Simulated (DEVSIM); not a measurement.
Device: CdTe p-i-n diode, at 400 K.

| layer (left to right) | material | thickness (μm) | Nd (cm⁻³) | Na (cm⁻³) | τn (s) | τp (s) |
|---|---|---|---|---|---|---|
| 1 | CdTe | 0.120 | - | 7.5e17 | 1.9e-8 | 1.9e-8 |
| 2 | CdTe | 0.640 | 1.3e11 | - | 1.9e-8 | 1.9e-8 |
| 3 | CdTe | 0.880 | 3.9e17 | - | 1.9e-8 | 1.9e-8 |

Left contact: ohmic. Right contact: ohmic. Voltage is applied to the left contact. Recombination: SRH at mid-gap. Mobility is μmin + (μ − μmin)/(1 + (N/Nref)^α).

Constants are typed, rounded textbook-type inputs, not results; the design itself was drawn at random and stands for no fabricated device. Values at 300 K; Nc and Nv go as T^1.5, mobilities as T to minus their exponent, the gap by Varshni's rule with the affinity fixed.

| parameter | CdTe |
|---|---|
| gap (eV) | 1.5 |
| affinity (eV) | 4.28 |
| permittivity | 10.2 |
| Nc (cm⁻³) | 8e17 |
| Nv (cm⁻³) | 1.8e19 |
| μn (cm²/Vs) | 1000 |
| μp (cm²/Vs) | 80 |
| μn,min | 100 |
| μp,min | 10 |
| Nref,n | 1e17 |
| Nref,p | 1e17 |
| αn | 0.6 |
| αp | 0.6 |
| T exponent of μn | 1.7 |
| T exponent of μp | 1.5 |
| Varshni α (eV/K) | 0.00031 |
| Varshni β (K) | 108 |

Model (solved in DEVSIM): 1D drift-diffusion, Boltzmann statistics, complete ionisation; no tunnelling, impact ionisation, image-force lowering or self-heating.

The doping Nd of layer 3 was swept, all else fixed.

```
doping Nd of layer 3 (cm^-3)  dark forward voltage at 100 A/cm² (V)  potential step across the device at zero bias (V)  dark forward voltage at 1 A/cm² (V)
----------------------------  -------------------------------------  -------------------------------------------------  -----------------------------------
1.2e16                                                        1.085                                              1.187                                0.895
3.9e16                                                        1.092                                              1.227                                0.912
1.2e17                                                        1.097                                              1.266                                0.919
3.9e17                                                        1.099                                              1.307                                0.921
```

From the first row to the last the dark forward voltage at 100 A/cm² goes from 1.085 to 1.099. From the first row to the last the potential step across the device at zero bias goes from 1.187 to 1.307.
